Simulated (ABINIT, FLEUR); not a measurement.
A FLEUR input for a self-consistent single point of TiTe (P6_3/mmc, 4 atoms in the cell) (DFT, PBEsol, all-electron FLAPW (FLEUR), scalar-relativistic valence):

Input of the input generator:

```
TiTe FLAPW
&input film=f /
3.5912512325 0.0000001961 0.0000000000
-1.7956257860 3.1101147007 0.0000000000
0.0000000000 0.0000000000 7.1435960000
1.8897261246
1.0 1.0 1.0

4
22 0.0000000000 0.0000000000 0.5000000000
22 0.0000000000 0.0000000000 0.0000000000
52 0.6666666667 0.3333333333 0.2500000000
52 0.3333333333 0.6666666667 0.7500000000

&comp jspins=1 /
&exco xctyp='PBEs' /
&kpt div1=7 div2=7 div3=3 /
&end /
```

```xml
<?xml version="1.0" encoding="UTF-8" standalone="no"?>
<fleurInput fleurInputVersion="0.39">
   <comment>
      TiTe FLAPW                                                                                          
   </comment>
   <calculationSetup>
      <cutoffs Kmax="4.2" Gmax="16.8" GmaxXC="16.8" numbands="0"/>
      <scfLoop itmax="100" minDistance="0.00001" maxIterBroyd="40" imix="Anderson" alpha="0.05" precondParam="0.0" spinf="2.0"/>
      <coreElectrons ctail="T" frcor="F" kcrel="0" coretail_lmax="0"/>
      <xcFunctional name="PBEs" relativisticCorrections="F"/>
      <magnetism jspins="1"/>
      <soc l_soc="F" theta="0.0" phi="0.0" spav="F"/>
      <expertModes spex="0" secvar="F"/>
      <geometryOptimization l_f="T" forcealpha="1.0" forcemix="BFGS" epsdisp="0.00001" epsforce="0.00001"/>
      <ldaU l_linMix="F" mixParam="0.05" spinf="1.0"/>
   </calculationSetup>
   <cell>
      <bzIntegration valenceElectrons="56.0" mode="hist" fermiSmearingEnergy="0.00367493">
         <kPointListSelection listName="default-1"/>
         <!-- k-points included here -->
         <xi:include xmlns:xi="http://www.w3.org/2001/XInclude" href="kpts.xml"> </xi:include>
      </bzIntegration>
      <!-- symmetry operations included here -->
      <xi:include xmlns:xi="http://www.w3.org/2001/XInclude" href="sym.xml"> </xi:include>
      <bulkLattice scale="1.0">
         <bravaisMatrix>
            <row-1>    6.7864812740571976     0.0000003705752930     0.0000000000000000</row-1>
            <row-2>   -3.3932409578096085     5.8772650004152993     0.0000000000000000</row-2>
            <row-3>    0.0000000000000000     0.0000000000000000    13.4994399847880597</row-3>
         </bravaisMatrix>
      </bulkLattice>
   </cell>
   <atomSpecies>
      <species name="Titanium (Ti)" element="Ti" atomicNumber="22">
         <mtSphere radius="2.41" gridPoints="833" logIncrement="0.015"/>
         <atomicCutoffs lmax="10" lnonsphr="8"/>
         <electronConfig flipSpins="F">
            <coreConfig>(1s1/2) (2s1/2) (2p1/2) (2p3/2)</coreConfig>
            <valenceConfig>(3s1/2) (3p1/2) (3p3/2) (4s1/2) (3d3/2) (3d5/2)</valenceConfig>
            <stateOccupation state="(3d3/2)" spinUp="0.4" spinDown="0.4"/>
            <stateOccupation state="(3d5/2)" spinUp="0.6" spinDown="0.6"/>
         </electronConfig>
         <energyParameters s="4" p="4" d="3" f="4"/>
         <lo type="SCLO" l="0" n="3" eDeriv="0"/>
         <lo type="SCLO" l="1" n="3" eDeriv="0"/>
      </species>
      <species name="Tellurium (Te)" element="Te" atomicNumber="52">
         <mtSphere radius="2.41" gridPoints="833" logIncrement="0.016"/>
         <atomicCutoffs lmax="10" lnonsphr="8"/>
         <electronConfig flipSpins="F">
            <coreConfig>(1s1/2) (2s1/2) (2p1/2) (2p3/2) (3s1/2) (3p1/2) (3p3/2) (4s1/2) (3d3/2) (3d5/2) (4p1/2) (4p3/2)</coreConfig>
            <valenceConfig>(5s1/2) (4d3/2) (4d5/2) (5p1/2) (5p3/2)</valenceConfig>
            <stateOccupation state="(5p1/2)" spinUp="0.6666666666667" spinDown="0.6666666666667"/>
            <stateOccupation state="(5p3/2)" spinUp="1.3333333333333" spinDown="1.3333333333333"/>
         </electronConfig>
         <energyParameters s="5" p="5" d="5" f="4"/>
         <lo type="SCLO" l="2" n="4" eDeriv="0"/>
      </species>
   </atomSpecies>
   <atomGroups>
      <atomGroup species="Titanium (Ti)">
         <relPos label="                   1">.0000000000 .0000000000 1.000/2.000</relPos>
         <relPos label="                   2">.0000000000 .0000000000 .0000000000</relPos>
         <force calculate="T" relaxXYZ="TTT"/>
      </atomGroup>
      <atomGroup species="Tellurium (Te)">
         <relPos label="                   3">-1.000/3.000 1.000/3.000 1.000/4.000</relPos>
         <relPos label="                   4">1.000/3.000 -1.000/3.000 -1.000/4.000</relPos>
         <force calculate="T" relaxXYZ="TTT"/>
      </atomGroup>
   </atomGroups>
   <output dos="F" band="F" slice="F">
      <checks vchk="F" cdinf="F"/>
      <bandDOS minEnergy="-.5*Htr" maxEnergy="0.5*Htr" sigma="0.015" storeEVData="T"/>
      <vacuumDOS vacdos="F" integ="F" star="F" nstars="0" locx1="0.0" locy1="0.0" locx2="0.0" locy2="0.0" nstm="0" tworkf="0.0"/>
      <unfoldingBand unfoldBand="F" supercellX="1" supercellY="1" supercellZ="1"/>
      <plotting iplot="0" polar="F">
         <plot TwoD="T" vec1="  1.0  0.0  0.0" vec2="  0.0  1.0  0.0" vec3="  0.0  0.0  1.0" zero="  0.0  0.0  0.0" file="plot"/>
      </plotting>
      <chargeDensitySlicing numkpt="0" minEigenval="0.0" maxEigenval="0.0" nnne="0" pallst="F"/>
      <specialOutput eonly="F"/>
      <magneticCircularDichroism mcd="F" energyLo="-10.0" energyUp="0.0"/>
   </output>
  <!-- We include the file relax.xml here to enable relaxations (see documentation) -->
  <xi:include xmlns:xi="http://www.w3.org/2001/XInclude" href="relax.xml"> <xi:fallback/> </xi:include>
</fleurInput>
```

Task: Translate this input to ABINIT.

Result: One input that does it (others would too):

```
# TiTe, PseudoDojo nc-sr-04 PBEsol standard
pp_dirpath "./"
pseudos "Ti.upf, Te.upf"
acell 6.7864812741 6.7864812741 13.4994399850
rprim
         1.0000000000    0.0000000546    0.0000000000
        -0.5000000473    0.8660253765    0.0000000000
         0.0000000000    0.0000000000    1.0000000000
natom 4
ntypat 2
znucl 22 52
typat 1 1 2 2
xred
         0.0000000000    0.0000000000    0.5000000000
         0.0000000000    0.0000000000    0.0000000000
         0.6666666667    0.3333333333    0.2500000000
         0.3333333333    0.6666666667    0.7500000000
ecut 42
occopt 3
tsmear 0.00367493
nband 36
kptopt 1
ngkpt 7 7 3
nshiftk 1
shiftk 0 0 0
nstep 100
tolvrs 1.0e-12
prtwf 0
prtden 0
prtvol 1
```

Basis settings and potentials, where a program has them, do not carry over. This input uses DFT, PBEsol, plane waves, norm-conserving pseudopotentials (PseudoDojo nc-sr-04 PBEsol standard).

The starting cell comes from a database of computed structures (which also holds hypothetical and non-ambient phases and stackings), without a prior relaxation at this level. Its lattice was rescaled by a random factor within 2.5 % of one.
